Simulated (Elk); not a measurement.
```
CELL_PARAMETERS angstrom
     -1.66393     1.66393     1.66393
      1.66393    -1.66393     1.66393
      1.66393     1.66393    -1.66393
ATOMIC_POSITIONS crystal
  Ag 0.00000 0.00000 0.00000
```

Computed with LDA (PW92), all-electron FP-LAPW, Elk's shipped species files, default APW+lo basis (Elk).

The set-up and first iterations of an Elk log for Ag (Im-3m, 1 atom in the cell):

```
│ Elk code version 10.2.4 │

All units are atomic (Hartree, Bohr, etc.)

│ Ground-state run starting from atomic densities │

Lattice vectors :
  -3.144377660       3.144377660       3.144377660
   3.144377660      -3.144377660       3.144377660
   3.144377660       3.144377660      -3.144377660

Unit cell volume      :    124.3552421
Brillouin zone volume :    1.994690447

Muffin-tin inner radius fraction :   0.1000000000E-01

Nuclei treated as point charges

Species :    1 (Ag)
 parameters loaded from : Ag.in
 name : silver
 nuclear charge    :   -47.00000000
 electronic charge :    47.00000000
 atomic mass :    196631.6997
 muffin-tin radius :    2.574000000
 number of radial points in muffin-tin :    597
 atomic positions (lattice), magnetic fields (Cartesian) :
   1 :   0.00000000  0.00000000  0.00000000    0.00000000  0.00000000  0.00000000

Total number of atoms per unit cell :    1

Spin treatment :
 spin-unpolarised

   [... lines left out ...]

Muffin-tin radius times maximum |G+k| :    7.000000000
 using average radius
Maximum |G+k| for APW functions       :    2.719502720
Maximum (1/2)|G+k|²                   :    3.697847521
Maximum |G| for potential and density :    10.90000000
 potential will be trimmed for |G| > 2 gkmax
Constant for pseudocharge density :    7
Radial integration step length :    4

G-vector grid sizes :     20    20    20
Number of G-vectors :     2731

Maximum angular momentum used for
 APW functions                      :    8
 outer part of muffin-tin           :    6
 inner part of muffin-tin           :    1

Total nuclear charge    :   -47.00000000
Total core charge       :    28.00000000
Total valence charge    :    19.00000000
Total excess charge     :    0.000000000
Total electronic charge :    47.00000000

Effective Wigner radius, rₛ :   0.8580103830

Number of empty states         :    4
Total number of valence states :   14
Total number of core states    :   28

Total number of local-orbitals :   18

Exchange-correlation functional :      3     0     0
 Perdew-Wang/Ceperley-Alder, Phys. Rev. B 45, 13244 (1992)
 gradient requirement :    0
 local density approximation (LDA)

Smearing type :    3
 Fermi-Dirac
Smearing width :   0.3674930000E-02
Effective electronic temperature (K) :    1160.451112

Mixing type :    3
 Broyden mixing, J. Phys. A: Math. Gen. 17, L317 (1984)

Kohn-Sham potential initialised from atomic data
│ Self-consistent loop started │
│ Loop number : 1 │
 total energy                :     -5307.92324732
│ Loop number : 2 │
 total energy                :     -5308.17279888
RMS change in Kohn-Sham potential (target) :   0.1601650058     (  0.1000000000E-05)
Absolute change in total energy (target)   :   0.2495515612     (  0.1000000000E-03)
│ Loop number : 3 │
 total energy                :     -5310.94061866
RMS change in Kohn-Sham potential (target) :   0.8041533312E-01 (  0.1000000000E-05)
Absolute change in total energy (target)   :    2.830207669     (  0.1000000000E-03)
│ Loop number : 4 │
 total energy                :     -5312.28885826
RMS change in Kohn-Sham potential (target) :   0.3900062557E-01 (  0.1000000000E-05)
Absolute change in total energy (target)   :    2.055791521     (  0.1000000000E-03)
│ Loop number : 5 │
 total energy                :     -5312.75681790
RMS change in Kohn-Sham potential (target) :   0.2066011030E-01 (  0.1000000000E-05)
Absolute change in total energy (target)   :   0.9819075227     (  0.1000000000E-03)
│ Loop number : 6 │
 total energy                :     -5313.04866312
RMS change in Kohn-Sham potential (target) :   0.8685146173E-02 (  0.1000000000E-05)
Absolute change in total energy (target)   :   0.5373220960     (  0.1000000000E-03)
│ Loop number : 7 │
 total energy                :     -5311.36455069
RMS change in Kohn-Sham potential (target) :   0.2867452156E-01 (  0.1000000000E-05)
   [... lines left out ...]
```

Task: How does the run end?

Result: The run ended unconverged after 100 iterations. It gives no final result for the task that was set. The log goes on:

```
 total energy                :     -5312.17397996
RMS change in Kohn-Sham potential (target) :   0.6602324897E-02 (  0.1000000000E-05)
   [... lines left out ...]
RMS change in Kohn-Sham potential (target) :   0.8887008557E-01 (  0.1000000000E-05)
Absolute change in total energy (target)   :    3.009336186     (  0.1000000000E-03)
│ Loop number : 98 │
 total energy                :     -5291.46097087
RMS change in Kohn-Sham potential (target) :   0.5316431611     (  0.1000000000E-05)
Absolute change in total energy (target)   :    18.21189122     (  0.1000000000E-03)
│ Loop number : 99 │
 total energy                :     -5190.48304709
RMS change in Kohn-Sham potential (target) :    3.130054023     (  0.1000000000E-05)
Absolute change in total energy (target)   :    105.5308966     (  0.1000000000E-03)
│ Loop number : 100 │
Reached self-consistent loops maximum

Energies :
 Fermi                       :      1.64559383254
 total energy                :     -4788.21176420

Density of states at Fermi energy :    25.70078680
 (states/Hartree/unit cell)

Estimated indirect band gap :   0.1791193122E-02
 from k-point     32 to k-point     35
Estimated direct band gap   :   0.3697015558E-01
 at k-point     27

Charges :
 core                        :    28.00000000
 valence                     :    19.00000000
 interstitial                :    8.361792361
 muffin-tins (core leakage)
  species :    1 (Ag)
   atom    1                 :    38.63820764     (  0.1944191617E-06)
 total in muffin-tins        :    38.63820764
 total calculated charge     :    46.99701046
 total charge                :    47.00000000
 error                       :   0.2989543643E-02

│ Self-consistent loop stopped │
```

The starting cell comes from a database of computed structures (which also holds hypothetical and non-ambient phases and stackings), without a prior relaxation at this level. Its lattice was rescaled by up to half a per cent. Values depend on the basis (sphere radii, cutoffs, local orbitals), which need not be converged.

The run was DFT, LDA (PW92), all-electron FP-LAPW, Elk's shipped species files, default APW+lo basis. Main settings of its input:

```
key             value
------  -------------
swidth  0.00367493 Ha
ngridk       12 12 12
gmaxvr    10.9 1/bohr
rmtscf           0.99
maxscl            100
```
